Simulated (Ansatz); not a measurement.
Worked example: self-consistent single point of Ge (P3m1, 4 atoms in the cell) in Ansatz (a program for electronic structure)

Method of the run: LDA (PW92), default PAW files made with PBE (plane waves; Ansatz).

This input was run:

Ansatz 0.2 input:
```yaml
crystal:
  lattice:
    - [3.977602, 0.000000, 0.000000]
    - [-1.988801, 3.444704, 0.000000]
    - [0.000000, 0.000000, 6.566383]
  atoms:
    - { symbol: Ge, position: [0.666667, 0.333333, 0.070515] }
    - { symbol: Ge, position: [0.333333, 0.666667, 0.937100] }
    - { symbol: Ge, position: [0.333333, 0.666667, 0.562900] }
    - { symbol: Ge, position: [0.666667, 0.333333, 0.437100] }
basis:
  ecutwfc: 30.9 Ry
kpoints:
  mp_grid:
    grid: [7, 7, 3]
hamiltonian:
  xc: lda
  pseudopotentials:
    kind: paw
scf:
  occupations:
    method: fermi_dirac
    width: 0.0073 Ry
output:
  forces: true
  eigenvalues: true
  stress: true
```

Output, abridged:

```
WARN the atoms were moved onto the symmetric positions of the space group found under crystal.symmetry.tolerance 1.0e-5 (fractional …
WARN ansatz: RAYON_NUM_THREADS=1 ignored (pool sized by the plan → 1); use --threads N
Pseudopotentials: kind: paw
Pseudopotential: Ge, paw, valence charge 14
Crystal: 4 atoms, lattice volume = 89.970 Å³
Basis set: ecut = 420.4159175005146 eV, 1761 PW (Γ)
Bands: 34, of which v1, the nominal top of the filled ones, is band 28 counted from 1 (27 counted from 0)
Symmetry: 6 space group operations
Space group: P3m1 (ITA 156), of the structure as read, at distance tolerance 4.5e-5 Å
k-points: 20 of 147 (time reversal used)
PAW frozen core: Ge, regenerated for the run's functional, and the local potential with it
Initial density: superposition of atomic densities (neutral atoms: chi_scale 0, normalization atom), corrected by the library's trained network
Initial wavefunctions: pseudopotential atomic-orbital guess
Eigensolver: davidson
Functional: x = slater, c = lda
SCF iter   1: F=—  HF=-16862.773988 eV  |F-HF|=—  |Δ(HF+E_count)|=         —  Δρ=4.72e-3  dr2=8.04e-3  ethr=1.77e-3  ⟨swp⟩=5.5  Hψ=2562  notcnv=0
all-band conjugate gradients solve this SCF's bands
preconditioner: auto → Kerker (q_TF=auto, 2.521 Å⁻¹)
SCF iter   2: F=—  HF=-16862.769361 eV  |F-HF|=—  |Δ(HF+E_count)|=   4.63e-3  Δρ=2.90e-3  dr2=3.11e-3  ethr=1.44e-5  ⟨swp⟩=1.0  Hψ=840  notcnv=0
SCF iter   3: F=—  HF=-16862.768965 eV  |F-HF|=—  |Δ(HF+E_count)|=   3.97e-4  Δρ=6.76e-4  dr2=2.36e-4  ethr=5.56e-6  ⟨swp⟩=2.0  Hψ=1087  notcnv=0
SCF iter   4: F=—  HF=-16862.768866 eV  |F-HF|=—  |Δ(HF+E_count)|=   9.92e-5  Δρ=3.37e-4  dr2=4.75e-5  ethr=4.21e-7  ⟨swp⟩=2.0  Hψ=1240  notcnv=0
SCF iter   5: F=—  HF=-16862.768748 eV  |F-HF|=—  |Δ(HF+E_count)|=   1.18e-4  Δρ=8.27e-5  dr2=7.95e-6  ethr=8.48e-8  ⟨swp⟩=2.0  Hψ=1239  notcnv=0
SCF iter   6: F=—  HF=-16862.768749 eV  |F-HF|=—  |Δ(HF+E_count)|=   9.54e-7  Δρ=3.23e-5  dr2=1.40e-6  ethr=1.42e-8  ⟨swp⟩=2.5  Hψ=1255  notcnv=0
SCF iter   7: F=—  HF=-16862.768749 eV  |F-HF|=—  |Δ(HF+E_count)|=   3.85e-7  Δρ=3.45e-5  dr2=6.40e-7  ethr=2.50e-9  ⟨swp⟩=2.0  Hψ=1239  notcnv=0
SCF iter   8: F=—  HF=-16862.768749 eV  |F-HF|=—  |Δ(HF+E_count)|=   5.79e-7  Δρ=1.54e-5  dr2=1.29e-7  ethr=1.14e-9  ⟨swp⟩=2.0  Hψ=1221  notcnv=0
SCF iter   9: F=-16862.768749 eV  HF=-16862.768749 eV  |F-HF|=1.10e-8  |Δ(HF+E_count)|=   1.04e-7  Δρ=3.24e-6  dr2=6.29e-9  ethr=1.79e-10  ⟨swp⟩=4.2  Hψ=2469  notcnv=0
SCF 1 converged in 9 iterations: F = -16862.768749 eV  dr2 = 6.29e-9
SCF converged after 9 iterations
Free energy (F): -16862.768749 eV
Harris-Foulkes:  -16862.768749 eV  (|F-HF|=1.10e-8)
Internal energy: -16862.755121 eV  (E = F + TS)
E sigma→0 (E₀):  -16862.761935 eV
Entropy (-TS):   -0.013627 eV (-3.407 meV/atom)
Fermi energy:    8.358623 eV
--- Per-component energies (eV) ---
  E_band       = -615.773417
  E_kinetic    = 448.488573
  E_local      = -9898.946766  (includes V_loc(G=0)·N_el)
  E_nonlocal   = 1686.638509
  E_hartree    = 4338.853726
  E_xc         = -301.318645
  E_vxc        = -261.172550  (∫ρ·V_xc dr)
  E_paw        = -7765.485927  (= ΣΔE_a)
  E_vpaw       = -1268.481453  (= ΣTr[D̂ρ^β])
  E_aug_tail   = 0.001268  (compensation charges beyond the density's cutoff)
  E_ewald      = -5378.619164
  E_core_change = 7.633305  (= ΣΔE_core)
  E_smearing   = -0.013627  (= −TS)
  E_closure    = -0.000000  (closes the sum)
  Σ components = -16862.768749   (vs F -16862.768749, Δ=0.00e0)
--- Forces (eV/Å), atoms counted from 1 ---
  atom   1  Ge    -0.00000000    -0.00000000    -0.60529029
  atom   2  Ge     0.00000000     0.00000000     0.21437438
  atom   3  Ge    -0.00000000     0.00000000     0.08375193
  atom   4  Ge     0.00000000    -0.00000000     0.30715384
  max |Σ_I F_I| component: 1.01e-5 eV/Å
--- Stress (GPa, compression-positive) ---
       -1.311832      -0.000000       0.000000
       -0.000000      -1.311832       0.000000
        0.000000       0.000000      -0.110420
  P = ⅓ Tr σ = -0.9114 GPa (-9.114 kbar)
  The stress holds the Pulay correction. Without it, at fixed plane waves, as pw.x and ABINIT print it: P = -0.9381 GPa
--- Band table (eV; the first three rows and the last of 20) ---
  k-point 0: bands = ["-16.6513", "-16.6513", "-16.6137", "-16.5824", "-16.5819", "-16.5819", "-16.5605", "-16.5605", "-16.4838", "-16.4838", "-16.3983", "-16.3983", "-16.3644", "-16.3644", "-16.3461", "-16.3378", "-16.3076", "-16.3076", "-16.2733", [...]
  k-point 1: bands = ["-16.6488", "-16.6488", "-16.6129", "-16.5874", "-16.5874", "-16.5811", "-16.5539", "-16.5539", "-16.4927", "-16.4927", "-16.3906", "-16.3906", "-16.3653", "-16.3653", "-16.3477", "-16.3385", "-16.3061", "-16.3061", "-16.2763", [...]
  k-point 2: bands = ["-16.6602", "-16.6557", "-16.6179", "-16.5853", "-16.5718", "-16.5643", "-16.5601", "-16.5522", "-16.4743", "-16.4711", "-16.4155", "-16.4139", "-16.3743", "-16.3535", "-16.3532", "-16.3394", "-16.3186", "-16.3048", "-16.2676", [...]
  k-point 19: bands = ["-16.6798", "-16.6535", "-16.6342", "-16.5929", "-16.5417", "-16.5288", "-16.5184", "-16.5003", "-16.4900", "-16.4684", "-16.4336", "-16.4077", "-16.3939", "-16.3894", "-16.3762", "-16.3727", "-16.3102", "-16.2860", [...]
```

The run converged in 9 iterations.

The starting cell comes from a database of computed structures (which also holds hypothetical and non-ambient phases and stackings), without a prior relaxation at this level. Its lattice was rescaled by up to half a per cent. One atom was moved a little off its site on purpose. Ansatz's pressure includes its estimate of the finite-basis (Pulay) stress.
